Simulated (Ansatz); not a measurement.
Crystal: Si3N4 (P6_3/m, 14 atoms a cell, 10.4 Å³ an atom); planes in its conventional cell.

All values below come from r2SCAN (plane waves, PAW; Ansatz, an electronic-structure program).

The gap is the functional's own, uncorrected, and κ follows it; spin-orbit coupling is left out. Mid-gap values are interpolated between the computed energies.

| plane | area of the cell (Å²) | mid-gap κ (1/Å) | largest κ in the gap (1/Å) |
|---|---|---|---|
| (110) | 38.3 | 0.39 | 0.39 |
| (100) | 22.1 | [?] | [?] |
| (001) | 50.1 | [?] | [?] |

Q: The slowest decay depends on the direction. Supply the withheld values.

A: 
- (100), mid-gap κ (1/Å): 0.40
- (100), largest κ in the gap (1/Å): 0.41
- (001), mid-gap κ (1/Å): 0.33
- (001), largest κ in the gap (1/Å): 0.36
